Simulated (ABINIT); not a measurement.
**A series of runs on RbTcO₄ (I4_1/a, 12 atoms in the cell)**

Space group I4₁/a, origin choice 1 (No. 88); a = 5.7915 Å, b = 5.7915 Å, c = 13.2495 Å, α = 90.00°, β = 90.00°, γ = 90.00°

```tsv
atom	site	symmetry	x	y	z
Rb	4a	-4..	0.0000	0.0000	0.0000
Tc	4b	-4..	0.0000	0.0000	0.5000
O	16f	1	0.2832	0.3918	0.0739
```
(The calculation used a cell of 12 atoms; values per cell refer to that cell.)

Base run A: LDA (PW92), PAW (JTH v2.0 LDA PAW) run with ABINIT, self-consistent single point.

Its settings: pseudos = [Rb.LDA_PW-JTH.xml, Tc.LDA_PW-JTH.xml, O.LDA_PW-JTH.xml]; ecut = 24 Ha; pawecutdg = 48 Ha; pawxcdev = 0; ixc = 7; occopt = 7; tsmear = 0.05 eV; ngkpt = 3 3 3; nshiftk = 1; shiftk = 0 0 0; potentials = JTH v2.0 LDA PAW; nband = 60; kptopt = 1; nstep = 80; tolvrs = 1e-12.

The starting cell comes from a database of computed structures (which also holds hypothetical and non-ambient phases and stackings), without a prior relaxation at this level.

ΔF is the free energy per atom less that of run A. 

```json
[
 {"run": "A", "change": "base", "ΔF (meV/atom)": "0.00", "pressure (GPa)": "-1.98", "largest force (eV/Å)": "0.046", "gap on the mesh (eV)": "3.569"},
 {"run": "B", "change": "lattice scaled by 0.97", "ΔF (meV/atom)": "38.2", "pressure (GPa)": "9.98", "largest force (eV/Å)": "3.016", "gap on the mesh (eV)": "3.995"},
 {"run": "C", "change": "lattice scaled by 0.97; ecut: 24 Ha → 14 Ha; pawecutdg: 48 Ha → 28 Ha", "ΔF (meV/atom)": "306.9", "pressure (GPa)": "-4.68", "largest force (eV/Å)": "2.992", "gap on the mesh (eV)": "3.982"},
 {"run": "D", "change": "lattice scaled by 0.985", "ΔF (meV/atom)": "4.3", "pressure (GPa)": "3.39", "largest force (eV/Å)": "1.429", "gap on the mesh (eV)": "3.778"},
 {"run": "E", "change": "lattice scaled by 0.985; ecut: 24 Ha → 14 Ha; pawecutdg: 48 Ha → 28 Ha", "ΔF (meV/atom)": "273.3", "pressure (GPa)": "-10.62", "largest force (eV/Å)": "1.404", "gap on the mesh (eV)": "3.776"},
 {"run": "F", "change": "lattice scaled by 1.015", "ΔF (meV/atom)": "21.1", "pressure (GPa)": "-6.31", "largest force (eV/Å)": "1.163", "gap on the mesh (eV)": "3.368"},
 {"run": "G", "change": "lattice scaled by 1.015; ecut: 24 Ha → 14 Ha; pawecutdg: 48 Ha → 28 Ha", "ΔF (meV/atom)": "291.7", "pressure (GPa)": "-19.17", "largest force (eV/Å)": "1.169", "gap on the mesh (eV)": "3.373"},
 {"run": "H", "change": "lattice scaled by 1.03; ecut: 24 Ha → 14 Ha; pawecutdg: 48 Ha → 28 Ha", "ΔF (meV/atom)": "332.0", "pressure (GPa)": "-22.00", "largest force (eV/Å)": "2.198", "gap on the mesh (eV)": "3.183"}
]
```

Run H against A: The free energy rises by 332 meV/atom, the pressure goes from -1.98 to -22.00 GPa, the largest force goes from 0.046 to 2.198 eV/Å and the gap on the mesh goes from 3.569 to 3.183 eV.

Run G against A: The free energy rises by 292 meV/atom, the pressure goes from -1.98 to -19.17 GPa, the largest force goes from 0.046 to 1.169 eV/Å and the gap on the mesh goes from 3.569 to 3.373 eV.

Run B against A: The free energy rises by 38.2 meV/atom, the pressure goes from -1.98 to 9.98 GPa, the largest force goes from 0.046 to 3.016 eV/Å and the gap on the mesh goes from 3.569 to 3.995 eV.
